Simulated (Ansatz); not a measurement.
The starting structures come from a database of crystals and need not be the phases stable at ambient conditions.

Consider the following.

```xyz
14
Lattice="4.7243 0.0000 0.0000 0.0000 5.3924 0.0000 2.3621 -1.4215 5.8555" Properties=species:S:1:pos:R:3 pbc="T T T"
V      3.4972     3.0434     4.1823
V      3.5892     0.9276     1.6733
V      1.1351     3.6238     1.6733
V      5.9514     0.3472     4.1823
O      5.0085     1.6820     4.5678
O      2.0779     2.2890     1.2877
O      2.6464     4.9852     1.2877
O      4.4400    -1.0142     4.5678
O      5.0558     0.1312     2.3825
O      2.0306     3.8398     3.4730
O      2.6937     1.1436     3.4730
O      4.3927     2.8274     2.3825
O      0.5422     4.0443     0.0000
O      4.1821     1.3481     0.0000
```

Space group of this cell: C2/c. The cell is taken as given; by PBEsol its mean pressure is -12.7 GPa.

Transport runs along the normal of the first two printed cell vectors.

The gap is the functional's own. No spin-orbit coupling. Mid-gap values are interpolated on the energy grid.

Problem. State the band gap and the smallest decay constant κ at mid-gap according to Ansatz (an electronic-structure program) with PBEsol.

Solution. Gap 1.17 eV on a 8×6×8 mesh; κ = 0.223 1/Å, at (0.000, 0.333) of the in-plane reciprocal vectors. At the zone centre, at the nearest computed energy, the slowest state has κ = 0.25 1/Å.
